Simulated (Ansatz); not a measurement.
**What 6 layers does to Sc**

Start from Sc in the fcc (Cu type) structure (space group Fm-3m, No. 225; a = 4.553 Å). Axes: x, y, z lie along the cube axes.

Modification: a free-standing slab of 6 layers (6 atoms, 1 a layer) is cut normal to [111], with 15 Å of vacuum and the in-plane cell held at bulk.

Calculations: DFT with PBEsol, PAW potentials and a 420 eV plane-wave cutoff in Ansatz (a program for electronic structure), scalar-relativistic without spin-orbit coupling. Settings: 17×17×1 k-points, 0.05 eV Fermi–Dirac smearing, for the changed cell.

```tsv
quantity	base	changed	shift
layer's space group (with vacuum)	–	P-3m1 (No. 164)	–
shortest interatomic distance	3.219 Å	3.128 Å	-0.091 Å
band gap	zero	zero	–
excess energy per area of both faces (slab less bulk energy over the cell's area: twice a surface energy) (uncertain by up to 0.1 J/m²)	–	2.6 J/m²	–
thickness between the outermost nuclei	–	12.97 Å	–
change of the spacing d23 from its bulk value of 2.629 Å	–	+0.9 %	–
```

The excess energy carries the mismatch between the slab's and the bulk's meshes. Stability against distortions was not tested. The final runs are not spin-polarised. This is not the structure that Sc has at room temperature and ambient pressure.
